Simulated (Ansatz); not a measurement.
Functionals compared on NH3 on the 1x1 (100) surface of monoclinic ZrO2 (cut with top plane 2 O), one in a 1x1 cell, started at the site 'bridge O-O (span 5.2 Å)', in Ansatz (plane waves, PAW). The structure was relaxed with PBE; the other rows are single points on it, each with its references at the same level. Cutoff 420 eV (500 eV for r2SCAN). HSE06 used the coarser mesh 3x3x1.

Host crystal: monoclinic ZrO2, with a band gap (PBE, scalar-relativistic without spin-orbit coupling).

Set-up: 28 atoms, 9.4 Å thick at the start under the adsorbate (thin: gaps and levels are the slab's own); mesh 4x4x1; 0.01 eV smearing; dipole correction on; 12 atoms held, the rest relaxed; no symmetry held; no spin, no spin-orbit, no U, no dispersion correction. At the end it is bonded to Zr. In PBE it is, or lies within 0.03 eV of, the lowest of the starts that converged. These notes are the PBE run's. Adsorption energies are against NH3(g). A negative adsorption energy means that the adsorbate is more stable on the surface than in its reference.

A dash marks a value that is undefined for that row or was read on another mesh.

```tsv
functional	adsorption energy (eV)	gap of the slab on its k-mesh (eV)	highest filled level below the top vacuum level (eV)	rough cost of the single point
PBE	-1.24	3.52	5.24	–
RPBE	(withheld)	(withheld)	(withheld)	roughly 80 core-seconds
r2SCAN	-1.45	3.95	5.53	roughly 2.7 core-minutes
HSE06	-1.32	–	–	very roughly 24 core-minutes
```

Question: Complete the blanks.

Answer: 
- RPBE, adsorption energy (eV): -0.94
- RPBE, gap of the slab on its k-mesh (eV): 3.58
- RPBE, highest filled level below the top vacuum level (eV): 5.13

Ansatz is a program for electronic structure.
